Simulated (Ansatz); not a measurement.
The reference is PbTe in the rock salt structure (space group Fm-3m, No. 225; a = 6.569 Å).

The other end (x = 1) is PbS in the rock salt structure (space group Fm-3m, No. 225): 27.12 Å³/atom, gap 0.50 eV.

All numbers come from plane-wave PAW DFT at the PBE level (Ansatz, a first-principles code, 420 eV), no SOC, earlier PAW set.

S replaces a fraction x of Te; each row is one arrangement (x, atoms in the cell, starting space group or random), fully relaxed.

One change was made to it. Results:

| quantity | base | after |
|---|---|---|
| mean first-shell distances | – | Te–Pb 3.229 Å (end compound 3.285 Å), S–Pb 3.229 Å (end compound 3.005 Å) |
| mixing energy | – | +58 meV/atom |
| deviation of the volume from the linear (Vegard-type) interpolation | – | +0.9 % |

Question: Which of these changes matches the shifts?
A. x(S) = 0.25, 8 atoms, Pm-3m
B. x(S) = 0.25, 8 atoms, C2/m
C. x(S) = 0.25, 8 atoms, R-3m

Answer: A, x(S) = 0.25, 8 atoms, Pm-3m. For comparison, the mixing energy in the other runs: x(S) = 0.25, 8 atoms, C2/m gives +22 meV/atom; x(S) = 0.25, 8 atoms, R-3m gives +17 meV/atom.

Each cell is one ordered arrangement of few atoms, which overstates ordering effects compared with a random alloy. Spin-orbit coupling, missing from the scalar runs, can matter with Pb and Te. Stability against distortions was not tested.
